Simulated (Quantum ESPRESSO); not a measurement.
**A series of runs on TiH2 (P4/nmm, 6 atoms in the cell)**

```xyz
6
Lattice="2.9124 0.0000 0.0000 0.0000 2.9124 0.0000 0.0000 0.0000 4.8629" Properties=species:S:1:pos:R:3 pbc="T T T"
Ti     1.4562     0.0000     1.2851
Ti     0.0000     1.4562     3.5778
H      1.4562     1.4562     0.0000
H      0.0000     0.0000     0.0000
H      0.0000     1.4562     1.6920
H      1.4562     0.0000     3.1709
```

Base run A: PBEsol, PseudoDojo standard norm-conserving (PBESOL) pseudopotentials in Quantum ESPRESSO, self-consistent single point.

Its settings: ecutwfc = 85 Ry; occupations = smearing; smearing = mp; degauss = 0.019992 Ry; potentials = {Ti: Ti.upf, H: H.upf}; K_POINTS = automatic 13 13 8 0 0 0; conv_thr = 1e-09 Ry; mixing_beta = 0.4.

The starting cell comes from a database of computed structures (which also holds hypothetical and non-ambient phases and stackings), without a prior relaxation at this level. Spin polarisation is off. In the base run, with a pressure of about -4 GPa the cell is away from its equilibrium volume at this level.

ΔF is the free energy per atom less that of run A. 

Run A gave: pressure (GPa) -3.77; largest force (eV/Å) 0.086; k-points 140.

Runs:
- B: K_POINTS = automatic 9 9 6 0 0 0
- C: K_POINTS = automatic 9 9 6 1 1 1
- D: K_POINTS = automatic 11 11 7 0 0 0
- E: K_POINTS = automatic 11 11 7 1 1 1
- F: K_POINTS = automatic 12 12 8 0 0 0
- G: K_POINTS = automatic 12 12 8 1 1 1
- H: K_POINTS = automatic 15 15 9 1 1 1
- I: K_POINTS = automatic 13 13 8 0 0 1

Task: What does run E change against A?

Result: The free energy stays essentially unchanged (within 1 meV/atom), the pressure stays at -3.77 GPa and the largest force goes from 0.086 to 0.081 eV/Å.

Task: What does run D change against A?

Result: The free energy hardly moves (within 1 meV/atom), the pressure hardly changes (-3.77 to -3.75 GPa) and the largest force goes from 0.086 to 0.098 eV/Å.

Task: What does run B change against A?

Result: The free energy hardly moves (within 1 meV/atom), the pressure moves little (-3.77 to -3.73 GPa) and the largest force goes from 0.086 to 0.092 eV/Å.

```csv
run,ΔF (meV/atom),pressure (GPa),largest force (eV/Å),k-points
A,0.00,-3.77,0.086,140
B,0.79,-3.73,0.092,60
C,-0.37,-3.79,0.084,45
D,0.02,-3.75,0.098,84
E,0.23,-3.77,0.081,84
F,-0.20,-3.79,0.090,140
G,0.43,-3.75,0.087,84
H,0.11,-3.77,0.089,180
I,0.01,-3.77,0.085,112
```
